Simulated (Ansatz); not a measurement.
CaAlO2F (model structure, started from the SrVO2H type, P4/mmm, No. 123, 5 atoms in the cell) was calculated with HSE06 (plane waves, PAW; Ansatz, an electronic-structure program).

Numerical settings: plane-wave cutoff 460 eV, 6×6×6 k mesh, Fermi–Dirac smearing 0.01 eV, scalar-relativistic PAW data made under PBE.

Cell (relaxed with PBEsol):

```
AlCaFO2
1.0
    3.72693     0.00000     0.00000
    0.00000     3.72693     0.00000
    0.00000     0.00000     3.67728
Ca Al O F
1 1 2 1
Direct
  0.50000   0.50000   0.50000
  0.00000   0.00000   0.00000
  0.50000   0.00000   0.00000
  0.00000   0.50000   0.00000
  0.00000   0.00000   0.50000
```

Problem. What does this level give for the band gap, smallest direct gap on the k points sampled and Γ–Γ gap?

Solution. 
* **band gap**: 5.26 eV (on the SCF k mesh) (indirect)
* **smallest direct gap on the k points sampled**: 6.10 eV
* **Γ–Γ gap**: 6.33 eV

Note: the relaxation could raise the start's symmetry but not lower it, so the cell can be a saddle point.

The result took very roughly 60 core-seconds.

A model structure was made by putting elements into a prototype or built by hand; it is no filed structure, need not be a known phase, and can be a saddle point held by its symmetry.
